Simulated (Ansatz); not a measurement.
## Competing hops of interstitial N in bixbyite In2O3, charge state -1

Defect: interstitial N in bixbyite In2O3, charge state -1. These are PBE, PAW (plane waves to 420 eV; Ansatz, an electronic-structure program) values and carry that method's errors.

Settings: 80 host sites, the relaxed PBE lattice, one k-point at (0.250, 0.250, 0.250), smearing 0.01 eV, spin-restricted, no image-charge correction. No zero-point or tunnelling terms. The charge state is imposed; whether it is stable for some Fermi level was not computed. Sites that were not tried may lie lower.

Barriers: single points on a 2×2×2 k-point mesh shifted by half a step at the bands' geometries.

```csv
Route,Start site over the lowest site run (eV),Hop (Å),Forward barrier (eV),Backward barrier (eV),Neighbours at the start,Neighbours at the saddle,Saddle order,"Forward, on the band's own sampling (eV)"
"a concerted move, in which N travels most",0.00,2.99,1.51,1.51,"In at 2.12, In at 2.13, In at 2.16; O at 1.49 Å","In at 2.05, In at 2.29, In at 2.38; O at 1.90, O at 2.24 Å",not checked,1.51
"a concerted move, in which N travels most",0.17,2.42,1.77,1.77,"2 In at 2.14, In at 2.20; O at 1.47 Å","In at 2.01, In at 2.03; O at 1.92, O at 2.05 Å",not checked,1.78
```

Paths come from CI-NEB runs.   A further band (a concerted move, in which O travels most, 1.82 Å) gave 0.92 eV forward on its own sampling, 0.92 eV above the lowest site run, but at one of its points the charge lies in the host's bands or the defect's levels are part-filled, so it is not taken as a result.

The whole set of runs took roughly 6 core-hours.
